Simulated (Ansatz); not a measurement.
Worked example: self-consistent single point of Ag₂P (P1, 6 atoms in the cell) in Ansatz (a quantum-chemistry and plane-wave program).

Method of the run: BLYP, default PAW files made with PBE (plane waves; Ansatz).

```xyz
6
Lattice="4.2585 0.0000 0.0000 -2.1293 3.6880 0.0000 0.0000 0.0000 5.2179" Properties=species:S:1:pos:R:3 pbc="T T T"
P      0.0204     2.6137     1.3587
P      2.2283     1.2659     3.8793
Ag     0.0120    -0.0658     0.1214
Ag    -0.0007    -0.0716     2.6177
Ag    -0.0693     2.4260     3.8406
Ag     2.0679     1.2078     1.2271
```

Reference input (self-consistent single point, DFT, PBEsol, plane waves, default PAW files made with PBE): basis.ecutwfc = 420 eV; kpoints.mp_grid.grid = 7 7 5; hamiltonian.xc = pbesol; hamiltonian.pseudopotentials = {kind: paw} (the program's default PAW files); scf.occupations.method = methfessel_paxton; scf.occupations.width = 0.272 eV. This run's input differs from it in these lines:

Ansatz 0.2 input:
```diff
@@ -17,3 +17,3 @@
 hamiltonian:
-  xc: pbesol
+  xc: blyp
   pseudopotentials: { kind: paw }
```

Output, abridged:

```
SCF iter   1: F=—  HF=-31936.160958 eV  |F-HF|=—  |Δ(HF+E_count)|=         —  Δρ=1.15e-2  dr2=1.08e-1  ethr=1.77e-3  ⟨swp⟩=6.7  Hψ=24011  notcnv=0
all-band conjugate gradients solve this SCF's bands
preconditioner: auto → Kerker (q_TF=auto, 2.750 Å⁻¹)
SCF iter   2: F=—  HF=-31936.137310 eV  |F-HF|=—  |Δ(HF+E_count)|=   2.36e-2  S|Δr|=    0.00e0  Δρ=6.49e-3  dr2=3.56e-2  ethr=1.25e-4  ⟨swp⟩=1.1  Hψ=7389  notcnv=0
   [... lines left out ...]
SCF iter   6: F=—  HF=-31936.127887 eV  |F-HF|=—  |Δ(HF+E_count)|=   2.42e-6  S|Δr|=    0.00e0  Δρ=2.71e-5  dr2=7.23e-7  ethr=6.06e-9  ⟨swp⟩=2.0  Hψ=9479  notcnv=0
SCF iter   7: F=—  HF=-31936.127887 eV  |F-HF|=—  |Δ(HF+E_count)|=  7.49e-10  S|Δr|=    0.00e0  Δρ=1.36e-5  dr2=1.24e-7  ethr=8.40e-10  ⟨swp⟩=2.0  Hψ=9306  notcnv=0
SCF iter   8: F=-31936.127887 eV  HF=-31936.127887 eV  |F-HF|=4.66e-9  |Δ(HF+E_count)|=   2.64e-8  S|Δr|=    0.00e0  Δρ=3.42e-6  dr2=9.29e-9  ethr=1.16e-10  ⟨swp⟩=9.0  Hψ=24633  notcnv=0
SCF 1 converged in 8 iterations: F = -31936.127887 eV  dr2 = 9.29e-9
Stability not checked (fill_not_monotonic)
Free energy (F): -31936.127887 eV
Internal energy: -31936.121071 eV  (E = F + TS)
E sigma→0 (E₀):  -31936.126183 eV
Entropy (-TS):   -0.006817 eV (-1.136 meV/atom)
Fermi energy:    20.322066 eV
--- Forces (eV/Å), atoms counted from 1 ---
  atom   1  P     -0.06254552    -1.43347286    -0.57190953
  atom   2  P     -1.14852887    -0.72669963     0.04834203
  atom   3  Ag    -0.39088728     0.51820401    -2.05337338
  atom   4  Ag    -0.32542320     0.60590351     1.30812477
  atom   5  Ag     1.58729523     0.15075820     1.05153050
  atom   6  Ag     0.34008411     0.88531144     0.21726185
--- Stress (GPa, compression-positive) ---
       54.431098       2.691837       0.250809
        2.691837      58.719255      -1.000776
        0.250809      -1.000776      56.370336
  P = ⅓ Tr σ = 56.5069 GPa (565.069 kbar)
  The stress holds the Pulay correction. Without it, at fixed plane waves, as pw.x and ABINIT print it: P = 56.4454 GPa
```

The run converged in 8 iterations. Against the reference run the pressure goes from 36.22 to 56.51 GPa and the largest force goes from 1.985 to 2.154 eV/Å.

The starting cell was generated: these elements placed on a structure prototype, without a prior relaxation; it need not be a known phase or ordering of this composition. Its atoms were displaced at random from the sites of space group no. 194. With a pressure of about 57 GPa the cell is away from its equilibrium volume at this level. Forces in this geometry exceed 1 eV/Å. Ansatz's pressure includes its estimate of the finite-basis (Pulay) stress. The run gives no clean gap (levels at the Fermi energy touch, overlap or are partly filled at this smearing), which alone does not show that the compound is a metal.
